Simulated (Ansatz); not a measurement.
The starting structures come from a database of crystals and need not be the phases stable at ambient conditions.

Inside the gap of an insulator the Bloch states are evanescent, with a wavenumber k + iκ along the transport direction.

```yaml
crystal:
  lattice:
    - [5.95529, 0.00000, 0.00000]
    - [0.00000, 10.93765, 0.00000]
    - [0.00000, 5.46883, 5.46883]
  atoms:
    - { symbol: Rb, position: [0.00000, 0.50000, 0.00000] }
    - { symbol: Rb, position: [0.00000, 0.00000, 0.00000] }
    - { symbol: Rb, position: [0.50000, 0.81621, 0.86758] }
    - { symbol: Rb, position: [0.50000, 0.18379, 0.13242] }
    - { symbol: Rb, position: [0.50000, 0.68379, 0.50000] }
    - { symbol: Rb, position: [0.50000, 0.31621, 0.50000] }
    - { symbol: H, position: [0.50000, 0.50000, 0.00000] }
    - { symbol: H, position: [0.50000, 0.00000, 0.00000] }
    - { symbol: H, position: [0.19324, 0.39195, 0.71610] }
    - { symbol: H, position: [0.80676, 0.60805, 0.28390] }
    - { symbol: H, position: [0.19324, 0.10805, 0.50000] }
    - { symbol: H, position: [0.80676, 0.89195, 0.50000] }
    - { symbol: H, position: [0.19324, 0.60805, 0.28390] }
    - { symbol: H, position: [0.80676, 0.39195, 0.71610] }
    - { symbol: H, position: [0.19324, 0.89195, 0.50000] }
    - { symbol: H, position: [0.80676, 0.10805, 0.50000] }
    - { symbol: Pt, position: [0.00000, 0.50000, 0.50000] }
    - { symbol: Pt, position: [0.00000, 0.00000, 0.50000] }
```

Space group of this cell: P4/mbm. The cell is taken as given.

Transport runs along the normal of the first two printed cell vectors, the (110) plane of the conventional cell.

No gap correction and no spin-orbit coupling; mid-gap values are interpolated between computed energies.

**Question.** Compute, with PBEsol run with Ansatz (a first-principles code), the band gap and the smallest decay constant κ at mid-gap.

**Answer.** Gap 2.52 eV on a 6×6×6 mesh; κ = 0.329 1/Å, at the zone centre.
